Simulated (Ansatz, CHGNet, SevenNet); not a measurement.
Volume per atom of Ti₃Al (P6₃/mmc, No. 194): levels of theory against measurement

Reference value: 16.72 Å³/atom (measured, 300 K, copied from a table, unchecked, not corrected to a static lattice; as tabulated in Metals 6, 165 (2016)).

```tsv
level (code)	value (Å³/atom)
CHGNet 0.3.0 (CHGNet)	[?]
SevenNet-0 (SevenNet)	[?]
SevenNet-l3i5 (SevenNet)	16.67
LDA (Ansatz)	15.61
PBE (Ansatz)	16.72
PBEsol (Ansatz)	16.16
```

**Question.** Complete the blanks.

**Answer.** 
- CHGNet 0.3.0 (CHGNet), value (Å³/atom): 16.82
- SevenNet-0 (SevenNet), value (Å³/atom): 16.61

Differences against the reference: CHGNet 0.3.0 +0.6 %, SevenNet-0 -0.7 %, SevenNet-l3i5 -0.3 %, LDA -6.6 %, PBE 0.0 %, PBEsol -3.3 %.

The reference is not for a static lattice or low temperature, so close values are not ranked against it. Off by more than 3.8 % (a bound picked here): LDA (-6.6 %).

The reference has no zero-point or thermal correction, while the calculations are for a static lattice, so the differences are not the levels' errors alone. A static lattice is as a rule a little smaller than the measured one.  Ansatz's density-functional and Hartree–Fock values are scalar-relativistic unless marked +SOC, with PAW data made under PBE.

Machine-learned potentials (CHGNet 0.3.0, SevenNet-0, SevenNet-l3i5) are trained on DFT data, which may include these solids.

Differences are worked out from the printed values.

Ansatz is a first-principles code.
